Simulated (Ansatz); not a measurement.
Density of states of LaPt₃Al₂ (P6/mmm) near the Fermi level, PBEsol, rigid bands (Ansatz, a quantum-chemistry and plane-wave program).

```
E − E_F (eV) | states/eV/cell
    -1.92 | ## 2.15
    -1.82 | ## 2.14
    -1.72 | ## 2.40
    -1.62 | ### 3.04
    -1.52 | ### 2.65
    -1.42 | ### 2.59
    -1.32 | ### 2.66
    -1.22 | ### 2.98
    -1.12 | ### 2.85
    -1.02 | ## 2.31
    -0.92 | ## 2.11
    -0.82 | ## 2.05
    -0.72 | ## 2.32
    -0.62 | ### 2.93
    -0.52 | ### 2.54
    -0.42 | ## 2.14
    -0.32 | ## 2.00
    -0.22 | ## 2.04
    -0.12 | ## 2.07
    -0.02 | ## 2.02
     0.08 | ## 2.03
     0.18 | ## 2.13
     0.28 | ## 2.17
     0.38 | ## 2.27
     0.48 | ### 2.95
     0.58 | #### 4.25
     0.68 | ##### 5.14
     0.78 | ####### 6.88
     0.88 | ######### 8.49
     0.98 | ##### 5.09
     1.08 | ### 3.28
     1.18 | ## 2.33
     1.28 | ### 2.72
     1.38 | #### 3.53
     1.48 | ### 3.01
     1.58 | ### 3.29
     1.68 | ####### 6.56
     1.78 | ############################## 29.1
     1.88 | ############################## 29.2
```

Problem. With 6 atoms a cell, what bare Sommerfeld coefficient γ = (π²/3) k_B² N(E_F) follows?

Solution. N(E_F) ≈ 2.0 states/eV a cell at 300 K, so γ ≈ 0.79 mJ/(mol of atoms·K²), before electron-phonon enhancement.

Problem. How far does the Fermi level move in a rigid band for 0.1 electron a cell added or removed?

Solution. 50 meV and -49 meV.

A metal at this level (no band gap); rigid bands, thermally averaged at 300 K, both spins. Spin-orbit coupling is left out, which matters with elements this heavy. Geometry: cell and atoms relaxed with PBEsol.

Computed structure, not matched to a measured one here, so possibly hypothetical: LaPt3Al2 (P6/mmm).
